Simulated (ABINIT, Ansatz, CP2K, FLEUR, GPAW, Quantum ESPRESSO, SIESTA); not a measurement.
## Code comparison for SrVO3 (Pm-3m, 5 atoms in the cell)

Self-consistent single point, at a second geometry (lattice scaled by 0.98). First geometry:

```yaml
crystal:
  lattice:
    - [3.78432, 0.00000, 0.00000]
    - [0.00000, 3.78432, 0.00000]
    - [0.00000, 0.00000, 3.78432]
  atoms:
    - { symbol: Sr, position: [0.00000, 0.00000, 0.00000] }
    - { symbol: V, position: [0.50000, 0.50000, 0.50000] }
    - { symbol: O, position: [0.50000, 0.00000, 0.50000] }
    - { symbol: O, position: [0.00000, 0.50000, 0.50000] }
    - { symbol: O, position: [0.50000, 0.50000, 0.00000] }
```

Shared settings, as Ansatz (a first-principles code) writes them: kpoints.mp_grid.grid = 9 9 9; scf.occupations.method = fermi_dirac; scf.occupations.width = 0.1 eV. Potentials and cutoffs stand in the table.

```csv
code,model,ΔF from the first geometry (meV/atom),pressure (GPa),cutoff
ABINIT,"PBE, norm-conserving pseudopotentials (PseudoDojo nc-sr-05 PBE standard)",75.5,27.26,42 Ha
Ansatz,"PBE, default PAW files",78.1,27.30,420 eV
FLEUR,"PBE, all-electron FLAPW (FLEUR), scalar-relativistic valence",70.7,–,Kmax 4.8 1/bohr
GPAW,"PBE, GPAW PAW datasets PBE (gpaw-data 1.0.1)",88.1,–,950 eV
Quantum ESPRESSO,"PBE, GBRV 1.5 ultrasoft (PBE) pseudopotentials",79.6,28.19,50 Ry
SIESTA,"GGA PBE, numerical atomic orbitals DZP, PseudoDojo PBE standard norm-conserving potentials (rewritten from UPF to PSML)",91.1,31.68,grid 300 Ry
CP2K,"PBE, GPW, DZVP-MOLOPT-SR-GTH basis, GTH-PBE potentials (GTH_POTENTIALS)",84.4,29.81,grid 600 Ry
```

For Ansatz (by 0.7 GPa) the energy change implies a higher mean pressure, against the two pressures, than for the other programs: a sign of finite-basis (Pulay) stress.

A dash marks a value that a program does not give, or that is left out as unsure.

On Ansatz's run: spin polarisation is off; with an odd number of electrons in the cell that forces a metal, and a magnetic state may lie lower.

The spread over the programs that give each value: ΔF from the first geometry within 20.4 meV/atom; pressure within 4.42 GPa.

SIESTA and CP2K use small atom-centred bases, whose incompleteness enters pressures, forces and empty levels differently from a plane-wave cutoff. FLEUR treats all electrons, but the usual bases taken here (sphere radii, linearisation, local orbitals, empty states) were not tested for convergence, so the values are no reference for the others. Ansatz's pressure is given at a fixed set of plane waves, as the other plane-wave codes print theirs; with its correction for the finite basis it is 28.03 GPa (the shift of 0.73 GPa shows how far the cutoff is from converged). The pressure of GPAW is left out: its cutoff lies under the one at which its stress was checked. In the pressure, SIESTA (by 4.38) and CP2K (by 2.51) lie more than 1 GPa from the median of the plane-wave programs.

The starting cell has typed, rounded lattice constants, without a prior relaxation at this level. Its lattice was rescaled by a random factor within 2.5 % of one. For this run, on top of that: lattice scaled by 0.98.

Left out of this page: Elk (not drawn, or without a comparable value).

Keys are those of Ansatz 0.2.
